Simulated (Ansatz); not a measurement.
Results of PBE-D4 (Ansatz, a quantum-chemistry and plane-wave program, PAW) for CsCl-type CoAl.

Numerical settings: plane-wave cutoff 520 eV, 20×20×20 k mesh, Fermi–Dirac smearing 0.05 eV, no spin polarisation, scalar-relativistic PAW data made under PBE.

Cell (relaxed at this level):

```cif
data_AlCo
_chemical_formula_sum 'Al1 Co1'
_space_group_name_H-M_alt 'P 1'
_space_group_IT_number 1
_cell_length_a 2.82238
_cell_length_b 2.82238
_cell_length_c 2.82238
_cell_angle_alpha 90.000
_cell_angle_beta 90.000
_cell_angle_gamma 90.000
loop_
_space_group_symop_operation_xyz
  'x, y, z'
loop_
_atom_site_label
_atom_site_type_symbol
_atom_site_fract_x
_atom_site_fract_y
_atom_site_fract_z
_atom_site_occupancy
Al1 Al 0.50000 0.50000 0.50000 1
Co1 Co 0.00000 0.00000 0.00000 1
```

Task: Predict the bulk modulus B0 and pressure derivative B′ of the bulk modulus.

Result: 
- bulk modulus B0: 194 GPa
- pressure derivative B′ of the bulk modulus: 4.3

The run finds no gap.

Measured, for comparison: bulk modulus 162 GPa (room temperature, no zero-point or thermal correction; as tabulated in Yamada et al. (2019), arXiv:1910.09660). Computed (rounded) less measured: bulk modulus +20 %.

The computed numbers hold no vibrational or temperature effects.

Computing time: roughly 40 core-seconds.
